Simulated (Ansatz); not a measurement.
The starting structures come from a database of crystals and need not be the phases stable at ambient conditions.

The decay constant κ of evanescent states in the gap governs leakage through a thin film.

Here is the system:

```xyz
10
Lattice="6.3829 0.0000 0.0000 -3.1915 5.5278 0.0000 3.1915 1.8426 5.2117" Properties=species:S:1:pos:R:3 pbc="T T T"
Rb     3.1915     1.8426     1.3029
Rb     3.1915     5.5278     3.9087
Na     0.0000     3.6852     2.6058
Y      0.0000     0.0000     0.0000
F      4.7393     4.6341     1.2638
F      8.0266     2.7363     3.9478
F      6.3829     1.7873     1.2638
F      6.3829     5.5831     3.9478
F      1.6436     4.6341     1.2638
F      4.7393     2.7363     3.9478
```

Space group of this cell: Fm-3m. The cell is taken as given; by r2SCAN its mean pressure is -2.7 GPa.

Transport runs along the normal of the first two printed cell vectors, the (111) plane of the conventional cell.

The gap is the functional's own. No spin-orbit coupling. Mid-gap values are interpolated on the energy grid.

Compute, with r2SCAN in Ansatz (a quantum-chemistry and plane-wave program), the band gap and the smallest decay constant κ at mid-gap.

Gap 7.26 eV on a 8×8×8 mesh; κ = 0.549 1/Å, at the zone centre.
